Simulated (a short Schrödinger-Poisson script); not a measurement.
System: gated In0.52Al0.48As/In0.53Ga0.47As modulation-doped gas in a quantum well, at 77 K.

| layer | material | thickness (nm) | Nd (cm⁻³) | Na (cm⁻³) |
|---|---|---|---|---|
| 1 | In0.52Al0.48As | 10 | - | - |
| 2 | In0.52Al0.48As | 20 | 9.6e17 | - |
| 3 | In0.52Al0.48As | 10 | - | - |
| 4 | In0.53Ga0.47As | 6 | - | - |
| 5 | In0.52Al0.48As | 4000 | - | 1e15 |

The device is made up for the run: typed textbook-type constants, with dimensions and the other settings drawn at random. In0.52Al0.48As: permittivity 12.5, conduction-band edge (eV) 0.52, gap (eV) 1.45, electron mass (mₑ) 0.075, Nv at 300 K (cm⁻³) 1.1e19. In0.53Ga0.47As: permittivity 13.9, conduction-band edge (eV) 0, gap (eV) 0.74, Nv at 300 K (cm⁻³) 7.7e18.

Channel valleys (confinement mass, in-plane density-of-states mass, number): Γ 0.041, 0.041, 1. At the gate the conduction-band edge of layer 1 lies 0.65 eV − eVg above the Fermi level of the channel; the field vanishes at the back. Donor level 0.05 eV below the band edge. The barrier under the gate holds no holes. Gaps are held at their typed values at every temperature. Mesh 0.08 nm at interfaces.

From a short Schrödinger-Poisson script (our own, NumPy): 1D Poisson equation in equilibrium, electrons quantum, Hartree plus LDA exchange-correlation (BenDaniel-Duke, 40 states a valley, the channel's in-plane mass for all, wave functions free to enter the barrier), parabolic valleys, classical holes, donors ionised by Fermi statistics, acceptors fully, no traps, pinning or gate leakage.

The same stack at other levels of the model or other numerical settings:

```json
[
 {"run": "base", "sheet density of all electrons at Vg = 0.4 V (cm⁻²)": "1.01e12", "sheet density of all electrons at Vg = -0.1 V (cm⁻²)": "2.46e11", "capacitance at Vg = 0.4 V (μF/cm²)": "0.274", "centroid of the channel electrons at Vg = 0.4 V (nm)": "2.88", "rough cost against the base": "about 1"},
 {"run": "electrons treated as classical, Boltzmann", "sheet density of all electrons at Vg = 0.4 V (cm⁻²)": "1.24e12", "sheet density of all electrons at Vg = -0.1 V (cm⁻²)": "3.99e11", "capacitance at Vg = 0.4 V (μF/cm²)": "0.272", "centroid of the channel electrons at Vg = 0.4 V (nm)": "(withheld)", "rough cost against the base": "0.02"},
 {"run": "electrons treated as classical, Fermi-Dirac", "sheet density of all electrons at Vg = 0.4 V (cm⁻²)": "1.04e12", "sheet density of all electrons at Vg = -0.1 V (cm⁻²)": "(withheld)", "capacitance at Vg = 0.4 V (μF/cm²)": "0.245", "centroid of the channel electrons at Vg = 0.4 V (nm)": "2.74", "rough cost against the base": "0.09"},
 {"run": "electrons treated as quantum, Hartree", "sheet density of all electrons at Vg = 0.4 V (cm⁻²)": "9.82e11", "sheet density of all electrons at Vg = -0.1 V (cm⁻²)": "(withheld)", "capacitance at Vg = 0.4 V (μF/cm²)": "0.300", "centroid of the channel electrons at Vg = 0.4 V (nm)": "2.88", "rough cost against the base": "0.7"},
 {"run": "mesh six times as coarse", "sheet density of all electrons at Vg = 0.4 V (cm⁻²)": "1.00e12", "sheet density of all electrons at Vg = -0.1 V (cm⁻²)": "2.44e11", "capacitance at Vg = 0.4 V (μF/cm²)": "0.277", "centroid of the channel electrons at Vg = 0.4 V (nm)": "2.87", "rough cost against the base": "0.2"},
 {"run": "one subband a valley", "sheet density of all electrons at Vg = 0.4 V (cm⁻²)": "1.01e12", "sheet density of all electrons at Vg = -0.1 V (cm⁻²)": "2.46e11", "capacitance at Vg = 0.4 V (μF/cm²)": "0.274", "centroid of the channel electrons at Vg = 0.4 V (nm)": "2.88", "rough cost against the base": "0.2"}
]
```

Q: What belongs in the gaps?

A: 
- electrons treated as quantum, Hartree, sheet density of all electrons at Vg = -0.1 V (cm⁻²): 2.33e11
- electrons treated as classical, Fermi-Dirac, sheet density of all electrons at Vg = -0.1 V (cm⁻²): 3.26e11
- electrons treated as classical, Boltzmann, centroid of the channel electrons at Vg = 0.4 V (nm): 1.20

The classical rows ignore confinement, and Boltzmann statistics overrate the density once the band edge passes the Fermi level.
